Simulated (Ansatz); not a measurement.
## Migration barriers: interstitial Ti in monoclinic HfO2, charge state +4

System: interstitial Ti in monoclinic HfO2 (charge state +4). Calculation: PBE, PAW (plane waves to 420 eV; Ansatz, a program for electronic structure).

Cell of 96 host sites held at the relaxed PBE lattice; the Γ point alone; Fermi-Dirac width 0.01 eV, spin-restricted; finite-size errors left in. No zero-point or tunnelling terms. Spin-orbit coupling is left out. The charge state is imposed; whether it is stable for some Fermi level was not computed. Sites that were not tried may lie lower.

Barriers: single points on a 2×2×2 k-point mesh shifted by half a step at the bands' geometries.

```json
[
 {"Route": "a direct jump of one Ti atom (a rearrangement that moves the defect's centre by under 1 Å)", "Start site over the lowest site run (eV)": "0.00", "Hop (Å)": "0.94", "Forward barrier (eV)": "0.31", "Backward barrier (eV)": "0.31", "Neighbours at the start": "O at 1.84, O at 1.87, 2 O at 1.91, O at 1.97 Å", "Neighbours at the saddle": "2 O at 1.90, 2 O at 1.91, 2 O at 2.12 Å", "Saddle order": "first order", "Forward, on the band's own sampling (eV)": "0.29"},
 {"Route": "a direct jump of one Ti atom (a rearrangement that moves the defect's centre by under 1 Å)", "Start site over the lowest site run (eV)": "0.00", "Hop (Å)": "0.94", "Forward barrier (eV)": "0.31", "Backward barrier (eV)": "0.31", "Neighbours at the start": "O at 1.84, O at 1.87, 2 O at 1.91, O at 1.97 Å", "Neighbours at the saddle": "2 O at 1.90, 2 O at 1.91, 2 O at 2.12 Å", "Saddle order": "first order", "Forward, on the band's own sampling (eV)": "0.29"},
 {"Route": "a direct jump of one Ti atom (a rearrangement that moves the defect's centre by under 1 Å)", "Start site over the lowest site run (eV)": "0.00", "Hop (Å)": "0.94", "Forward barrier (eV)": "0.31", "Backward barrier (eV)": "0.31", "Neighbours at the start": "O at 1.84, O at 1.87, 2 O at 1.91, O at 1.97 Å", "Neighbours at the saddle": "2 O at 1.90, 2 O at 1.91, 2 O at 2.12 Å", "Saddle order": "first order", "Forward, on the band's own sampling (eV)": "0.29"}
]
```

Paths come from CI-NEB runs.
